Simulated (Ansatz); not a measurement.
CsCl-type CoAl was calculated with r²SCANh (PAW; Ansatz, a program for electronic structure).

Settings: plane-wave cutoff 520 eV, 10×10×10 k mesh, Fermi–Dirac smearing 0.05 eV, no spin polarisation, scalar-relativistic PAW data made under PBE.

Computed at the level's own relaxed cell.

**Question.** Predict the equilibrium volume per atom, bulk modulus B0, lattice constant a and pressure derivative B′ of the bulk modulus.

**Answer.** 
equilibrium volume per atom: 11.09 Å³/atom
bulk modulus B0: 207 GPa
lattice constant a: 2.810 Å
pressure derivative B′ of the bulk modulus: 4.2

Measured, for comparison: equilibrium volume per atom 11.71 Å³/atom, bulk modulus 162 GPa, lattice constant a 2.861 Å (room temperature, not corrected to a static lattice; as tabulated in Yamada et al. (2019), arXiv:1910.09660). Computed (rounded) less measured: equilibrium volume per atom -5.3 %, bulk modulus +28 %, lattice constant a -1.8 %. A static lattice is as a rule a little smaller and stiffer than an uncorrected measurement, which narrows the difference in the lattice constant a and would widen misses of the other sign.

Note: the run has no spin polarisation, so it can have missed a magnetic state.

The computed numbers hold no vibrational or temperature effects.
